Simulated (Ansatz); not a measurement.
Checking a run of Ansatz (an electronic-structure program) on Te2MoW2Se4 (P3m1, 9 atoms in the cell). The aim is a self-consistent single point with DFT, PBEsol, plane waves, default PAW files made with PBE.

Cell that was meant: a = 3.3392 Å, b = 3.3392 Å, c = 30.8684 Å, α = 90.00°, β = 90.00°, γ = 120.00°.

Part of the input:

Ansatz 0.2 input:
```yaml
    - { symbol: Se, position: [0.33333300, 0.66666700, 0.63091000] }
basis:
  ecutwfc: 420.0
  ecutrho_ratio: 1
kpoints:
  mp_grid: { grid: [9, 9, 1] }
hamiltonian:
```

Output (repeated stretches shortened):

```
   [... lines left out ...]
PAW frozen core: Se, regenerated for the run's functional, and the local potential with it
Initial density: superposition of atomic densities (neutral atoms: chi_scale 0, normalization atom), corrected by the library's trained network
Initial wavefunctions: pseudopotential atomic-orbital guess
Eigensolver: davidson
Functional: x = pbesol(κ = 0.804, μ = 0.12345679012345678), c = pbesol(β = 0.046)
SCF iter   1: F=—  HF=-60918.713623 eV  |F-HF|=—  |Δ(HF+E_count)|=         —  Δρ=5.09e-3  dr2=2.20e-1  ethr=1.77e-3  ⟨swp⟩=8.9  Hψ=4126  notcnv=0
all-band conjugate gradients solve this SCF's bands
preconditioner: auto → Resta (q_TF=auto, 2.400 Å⁻¹)
   [... lines left out ...]
SCF iter   9: F=—  HF=-60918.674751 eV  |F-HF|=—  |Δ(HF+E_count)|=   5.03e-6  Δρ=1.50e-5  dr2=3.15e-6  ethr=2.77e-9  ⟨swp⟩=2.1  Hψ=1823  notcnv=0  defer=9
SCF iter  10: F=—  HF=-60918.674752 eV  |F-HF|=—  |Δ(HF+E_count)|=   5.19e-7  Δρ=6.61e-6  dr2=2.54e-7  ethr=2.29e-9  ⟨swp⟩=2.0  Hψ=1175  notcnv=0  defer=9
SCF iter  11: F=-60918.674752 eV  HF=-60918.674752 eV  |F-HF|=8.52e-8  |Δ(HF+E_count)|=   1.63e-7  Δρ=2.51e-6  dr2=6.90e-9  ethr=7.25e-11  ⟨swp⟩=10.9  Hψ=4279  notcnv=0
SCF 1 converged in 11 iterations: F = -60918.674752 eV  dr2 = 6.90e-9
Free energy (F): -60918.674752 eV
Internal energy: -60918.669306 eV  (E = F + TS)
E sigma→0 (E₀):  -60918.672029 eV
Entropy (-TS):   -0.005446 eV (-0.605 meV/atom)
Fermi energy:    7.144243 eV
--- Forces (eV/Å), atoms counted from 1 ---
  atom   1  Te     0.00000000     0.00000000     0.31171035
  atom   2  Te     0.00000000     0.00000000    -0.32185100
  atom   3  Mo    -0.00000000     0.00000000     0.26924098
  atom   4  W      0.00000000    -0.00000000    -0.31481139
  atom   5  W     -0.00000000     0.00000000     0.08457801
  atom   6  Se     0.00000000     0.00000000    -0.82235930
  atom   7  Se     0.00000000     0.00000000    -0.43783894
   [... lines left out ...]
  P = ⅓ Tr σ = 10.7071 GPa (107.071 kbar)
  The stress holds the Pulay correction, which leaves out the density cutoff's part. Without it, at fixed plane waves, as pw.x and ABINIT print it …
settings of this run that can trade accuracy for cost: basis.ecutrho_ratio < 4. Do not mix this run's numbers with those of runs without the same settings …
```

Problem. Is anything amiss in this input, and did it matter?

Solution. The run is not sound. The fault is a density cutoff or grid that is too coarse. The charge density holds wave vectors up to twice those of the orbitals (four times the energy cutoff), and augmentation charges need more still. To fix it, restore the density cutoff. The run converged in 11 iterations without an error; against the sound input the free energy goes down by 483 meV/atom, the pressure goes from 1.43 to 10.71 GPa, the largest force goes from 0.578 to 0.855 eV/Å and the gap on the mesh goes from 0.675 to 0.663 eV. The full log also holds (shortened here): “WARN basis.ecutrho_ratio = 1 (ecutrho = 420 eV) is below the records' recommended cutoff”. At a fixed set of plane waves, without the program's Pulay estimate, the pressure is 10.61 GPa against 1.41 GPa.

An input that runs soundly differs in these lines (not the only fix; some lines may just follow from the change or write a value another way):
```diff
-  ecutrho_ratio: 1
```

With that input, the run converged in 11 iterations: free energy E − TS (on the zero of these files) -60914.3274 eV; gap on the k-point mesh 0.68 eV; pressure 1.43 GPa; largest force (vector length) 0.578 eV/Å (DFT, PBEsol, plane waves, default PAW files made with PBE).

On the sound input: the starting cell comes from a database of computed structures (which also holds hypothetical and non-ambient phases and stackings), without a prior relaxation at this level. Its lattice was rescaled by a random factor within 2.5 % of one. Spin-orbit coupling is off. Ansatz's pressure includes its estimate of the finite-basis (Pulay) stress.
